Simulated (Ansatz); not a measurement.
Consider ZnCu2SnSe4 (space group I-4, No. 82).

```
ZnCu2SnSe4
1.0
   -2.82908     2.82908     5.65894
    2.82908    -2.82908     5.65894
    2.82908     2.82908    -5.65894
Cu Zn Sn Se
2 1 1 4
Cartesian
  0.00000   0.00000   0.00000
  0.00000   2.82908   2.82947
  2.82908   0.00000   2.82947
  0.00000   0.00000   5.65894
  1.47567   1.53250   4.17958
  1.35342   1.29658  -1.47936
  1.53250  -1.47567   7.13830
  1.29658   4.30475   1.47936
```

Cartesian axes are those of the cell as printed.

The values are results of Kohn–Sham DFT with the PBEsol functional, run in Ansatz (an electronic-structure program) with PAW and 420 eV plane waves, no spin-orbit coupling, not measurements.

Strains are applied to the cell and any free atomic positions relax; under biaxial strain the out-of-plane vector relaxes too.

One change was made to it. Results:

| quantity | base | after |
|---|---|---|
| pressure (mean of the normal stresses, compression positive) | 0.0 GPa | -2.4 GPa |
| energy relative to the base (free energy F) | 0 meV/atom | +7.5 meV/atom |

Q: What was done to the base?
A) tensor shear ε_xy = +2.94 %
B) biaxial strain −1.08 %, plane normal [001], relaxed out of plane
C) isotropic strain +1.37 %
D) biaxial strain +0.45 %, plane normal [001], relaxed out of plane

A: C, isotropic strain +1.37 %. For comparison, the energy relative to the base in the other runs: biaxial strain +0.45 %, plane normal [001], relaxed out of plane gives +0.2 meV/atom; biaxial strain −1.08 %, plane normal [001], relaxed out of plane gives +1.2 meV/atom; tensor shear ε_xy = +2.94 % gives +8.8 meV/atom.

The mesh was chosen for an insulator and is coarse for the gapless case. Whether these cells are dynamically stable was not tested. The final runs are not spin-polarised.
